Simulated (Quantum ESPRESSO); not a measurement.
**Convergence study of the k-point mesh for Ta (Im-3m, 1 atom in the cell)**

```
Ta
1.0
   -1.65825     1.65825     1.65825
    1.65825    -1.65825     1.65825
    1.65825     1.65825    -1.65825
Ta
1
Direct
  0.00000   0.00000   0.00000
```

Computed with PBE, SSSP 1.1.2 precision (PBE) pseudopotentials (plane waves; Quantum ESPRESSO 7.5).

Base settings: ecutwfc = 50 Ry; ecutrho = 400 Ry; occupations = smearing; smearing = gaussian; degauss = 0.0073499 Ry; potentials = {Ta: Ta_pbe_v1.uspp.F.UPF}; K_POINTS = automatic 14 14 14 0 0 0; conv_thr = 1e-10 Ry.

Only quantities that move along the ladder and can be compared are tabulated.

The count of work is k-points × plane waves × bands × iterations; it is no time. 

The starting cell has typed, rounded lattice constants, without a prior relaxation at this level. Its lattice was rescaled by up to half a per cent. Spin polarisation is off.

Steps (K_POINTS): automatic 2 2 2 0 0 0; automatic 3 3 3 0 0 0; automatic 4 4 4 0 0 0; automatic 5 5 5 0 0 0; automatic 6 6 6 0 0 0; automatic 7 7 7 0 0 0; automatic 8 8 8 0 0 0; automatic 9 9 9 0 0 0; automatic 10 10 10 0 0 0; automatic 11 11 11 0 0 0; automatic 12 12 12 0 0 0; automatic 13 13 13 0 0 0; automatic 14 14 14 0 0 0; automatic 15 15 15 0 0 0; automatic 16 16 16 0 0 0; automatic 18 18 18 0 0 0; automatic 22 22 22 0 0 0; automatic 27 27 27 0 0 0; automatic 33 33 33 0 0 0; automatic 41 41 41 0 0 0; automatic 46 46 46 0 0 0.

Problem. What is the coarsest K_POINTS that holds the free energy within 2 meV/atom of the last step, with all finer ones?

Solution. automatic 18 18 18 0 0 0, at 0.079 of the last step's count of work; the step before is off by 2.8 meV/atom.

Problem. What is the coarsest K_POINTS that holds the pressure within 0.05 GPa of the last step, with all finer ones?

Solution. automatic 33 33 33 0 0 0, at 0.39 of the last step's count of work; the step before is off by 0.06 GPa.

```tsv
K_POINTS	free energy less the last step's (meV/atom)	pressure (GPa)	count of work / last
automatic 2 2 2 0 0 0	-730.46	-24.63	0.0012
automatic 3 3 3 0 0 0	-174.33	-0.78	0.0014
automatic 4 4 4 0 0 0	-93.17	-0.13	0.0028
automatic 5 5 5 0 0 0	69.79	3.15	0.0035
automatic 6 6 6 0 0 0	75.02	2.49	0.0074
automatic 7 7 7 0 0 0	-27.45	0.48	0.0069
automatic 8 8 8 0 0 0	-19.52	-2.04	0.012
automatic 9 9 9 0 0 0	17.90	0.43	0.018
automatic 10 10 10 0 0 0	0.00	1.45	0.019
automatic 11 11 11 0 0 0	-2.99	-0.50	0.023
automatic 12 12 12 0 0 0	7.78	-0.58	0.033
automatic 13 13 13 0 0 0	-0.07	0.58	0.034
automatic 14 14 14 0 0 0	-5.85	-0.05	0.036
automatic 15 15 15 0 0 0	1.24	-0.16	0.049
automatic 16 16 16 0 0 0	2.83	0.28	0.059
automatic 18 18 18 0 0 0	-0.41	-0.06	0.079
automatic 22 22 22 0 0 0	0.52	0.13	0.13
automatic 27 27 27 0 0 0	-0.43	-0.02	0.23
automatic 33 33 33 0 0 0	-0.03	0.03	0.39
automatic 41 41 41 0 0 0	0.03	0.05	0.72
automatic 46 46 46 0 0 0	0.00	0.04	1.0
```

Two neighbours can agree and both be off: automatic 11 11 11 0 0 0 and automatic 12 12 12 0 0 0 differ by 0.07 GPa in the pressure, yet lie about 0.61 GPa from the last step.
